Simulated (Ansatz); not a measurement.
Defect: Al-vacancy pair (Al on one host Hf site, one O site vacant) in monoclinic HfO2, charge state +1. Level of theory: PBE, PAW (plane waves to 420 eV; Ansatz, a quantum-chemistry and plane-wave program).

Settings: 96 host sites, the relaxed PBE lattice, the Γ point alone, smearing 0.01 eV, spin-restricted, no image-charge correction. Energies are static. Spin-orbit coupling is left out. The charge state is imposed; whether it is stable for some Fermi level was not computed. Forms of the defect that were not tried may lie lower.

Barriers: single points on a 2×2×2 k-point mesh shifted by half a step at the bands' geometries.

A. a nearby O atom hops onto the vacant site (Al-vacancy distance between ideal sites 2.05 → 4.57 Å); the atom moves 1.99 Å along (0.12, 0.27, -0.22) of the unit cell; the moving atom starts with neighbours Hf at 2.08, Hf at 2.10, Hf at 2.16; O at 2.60, O at 2.68 Å and ends with Hf at 1.94, Hf at 1.99 Å; saddle order first order.
B. a nearby O atom hops onto the vacant site (Al-vacancy distance between ideal sites 2.05 → 2.15 Å); the atom moves 2.56 Å along (0.00, -0.13, 0.46) of the unit cell; the moving atom starts with neighbours Al at 1.92; Hf at 2.05, Hf at 2.09; O at 2.44, O at 2.46 Å and ends with Al at 1.85; Hf at 2.07, Hf at 2.17 Å; saddle order first order.
C. a nearby O atom hops onto the vacant site (Al-vacancy distance between ideal sites 2.05 → 4.45 Å); the atom moves 2.77 Å along (0.15, 0.48, 0.19) of the unit cell; the moving atom starts with neighbours Hf at 2.04, Hf at 2.12, Hf at 2.17; O at 2.58, O at 2.62 Å and ends with Al at 2.03; Hf at 2.06, Hf at 2.18; O at 2.62 Å; saddle order first order.
D. a nearby O atom hops onto the vacant site (Al-vacancy distance between ideal sites 2.05 → 3.82 Å); the atom moves 2.59 Å along (0.03, -0.11, -0.47) of the unit cell; the moving atom starts with neighbours Hf at 2.06, Hf at 2.07, Hf at 2.21; O at 2.58, O at 2.62 Å and ends with Al at 1.98; Hf at 2.10, Hf at 2.16 Å; saddle order first order.

Question: Rank these by forward barrier (lowest first), as PBE, PAW gives it.

Answer: A (0.83 eV), B (1.16 eV), D (1.36 eV), C (1.54 eV)
